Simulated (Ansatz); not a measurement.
Data:

```
CELL_PARAMETERS angstrom
      3.72669     0.00000     0.00000
      0.00000     3.72669     0.00000
      1.86335    -1.86335     2.66436
ATOMIC_POSITIONS crystal
  Zn 0.00000 0.00000 0.00000
  S  0.25000 0.25000 0.50000
```

No spin polarisation.

Level of theory: plane-wave PAW DFT at the LDA level (Ansatz, a quantum-chemistry and plane-wave program, 420 eV), scalar-relativistic without spin-orbit coupling. Settings: 11×11×11 k-points, 0.05 eV Fermi–Dirac smearing.

Q: Predict the gap character, band gap, electron mass and valence-band top at Γ.

A: 
- Gap character: direct at Γ
- Band gap: 2.13 eV
- Electron mass: 0.17 mₑ (at Γ)
- Valence-band top at Γ (three highest levels, from the VBM): 0.00, 0.00, -0.04 eV

The cells carry an imposed strain or load. Effective masses come from finite differences of ±0.01 Å⁻¹. Whether these cells are dynamically stable was not tested. The cell was made from ZnS in the zinc blende structure (space group F-43m, No. 216) by this change: biaxial strain −0.50 %, plane normal [001], relaxed out of plane.
